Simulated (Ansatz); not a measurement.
Defect: interstitial S in fcc Pt, neutral cell. Computed with PBE, PAW (plane waves to 420 eV; Ansatz, an electronic-structure program).

32-site cell at the relaxed PBE lattice, a 2×2×2 k-point mesh shifted by half a step, smearing 0.10 eV, spin-restricted, no finite-size correction. Static, classical nuclei. Spin-orbit coupling is left out. Sites that were not tried may lie lower.

Barriers: single points on a 4×4×4 k-point mesh shifted by half a step at the bands' geometries.

Relaxed starting cell (atoms counted from 1):

```
CELL_PARAMETERS angstrom
      7.94000     0.00000     0.00000
      0.00000     7.94000     0.00000
      0.00000     0.00000     7.94000
ATOMIC_POSITIONS crystal
  Pt 0.99780 0.99837 0.99951
  Pt 0.99780 0.99836 0.50342
  Pt 0.99781 0.50227 0.99952
  Pt 0.99780 0.50228 0.50341
  Pt 0.50169 0.99838 0.99951
  Pt 0.50171 0.99837 0.50341
  Pt 0.50169 0.50226 0.99952
  Pt 0.50170 0.50226 0.50340
  Pt 0.97179 0.25032 0.25147
  Pt 0.99087 0.25032 0.75146
  Pt 0.99087 0.75032 0.25146
  Pt 0.99583 0.75031 0.75147
  Pt 0.52775 0.25032 0.25146
  Pt 0.50863 0.25032 0.75146
  Pt 0.50863 0.75033 0.25145
  Pt 0.50366 0.75031 0.75147
  Pt 0.24974 0.97235 0.25146
  Pt 0.24975 0.99144 0.75146
  Pt 0.24975 0.52831 0.25146
  Pt 0.24975 0.50919 0.75146
  Pt 0.74976 0.99144 0.25146
  Pt 0.74974 0.99640 0.75147
  Pt 0.74976 0.50920 0.25146
  Pt 0.74974 0.50424 0.75147
  Pt 0.24974 0.25031 0.97348
  Pt 0.24975 0.25031 0.52943
  Pt 0.24975 0.75033 0.99258
  Pt 0.24976 0.75032 0.51034
  Pt 0.74976 0.25032 0.99259
  Pt 0.74976 0.25032 0.51034
  Pt 0.74975 0.75032 0.99755
  Pt 0.74974 0.75032 0.50538
  S  0.24977 0.25034 0.25145
```

End state 1 differs by these moves (Å; atoms that move under 0.08 Å are left out):

```csv
atom,element,Δx,Δy,Δz
5,Pt,0.20,-0.20,-0.20
9,Pt,0.21,0.00,0.00
13,Pt,-0.01,0.22,0.22
16,Pt,-0.01,-0.06,-0.06
17,Pt,-0.22,0.01,0.22
19,Pt,0.00,-0.21,0.00
22,Pt,0.06,0.01,-0.06
25,Pt,-0.22,0.22,0.01
26,Pt,0.00,0.00,-0.21
31,Pt,0.06,-0.06,0.01
33,S,0.99,-0.99,-0.99
```

Predict the forward and backward barriers to end state 1 from PBE, PAW.

forward 1.24 eV, backward 0.91 eV; at the saddle point atom 33 has neighbours Pt at 2.07, Pt at 2.09, Pt at 2.10, Pt at 2.40, Pt at 2.54 Å. The saddle point's order was not checked.
